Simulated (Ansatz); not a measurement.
PBE against r2SCAN: TiAl, pressure 2.1 GPa

The parent structure is TiAl (space group P4/mmm, No. 123; a = 2.8241 Å, c = 4.0706 Å).

(Cell as relaxed with PBE.)

Levels (all Ansatz, a program for electronic structure, PAW, earlier PAW set): PBE (420 eV, spin-orbit coupling left out); r2SCAN (500 eV, without spin-orbit coupling).

Each level relaxes its own structure.

```
base                      PBE    r2SCAN
-------------------  --------  --------
volume per atom      16.23 Å³  16.06 Å³
lattice parameter a   2.824 Å   2.813 Å
band gap                 zero      zero
```

It is then changed as follows: cell and atoms relaxed at a pressure of 2.1 GPa.

```csv
quantity,PBE,r2SCAN
volume per atom,15.95 Å³,?
c/a ratio,1.441,?
```

Q: What does r2SCAN give?

A: 
- volume per atom, r2SCAN: 15.79 Å³
- c/a ratio, r2SCAN: 1.443

PBE's volume per atom lies 0.155 Å³ above r2SCAN's (1.0 %). Neither level is exact; r2SCAN is the comparison here, not a measurement.

Load acts through the strain it causes; cell and atoms are relaxed under it. Stability against distortions was not tested. All final runs are without spin polarisation.
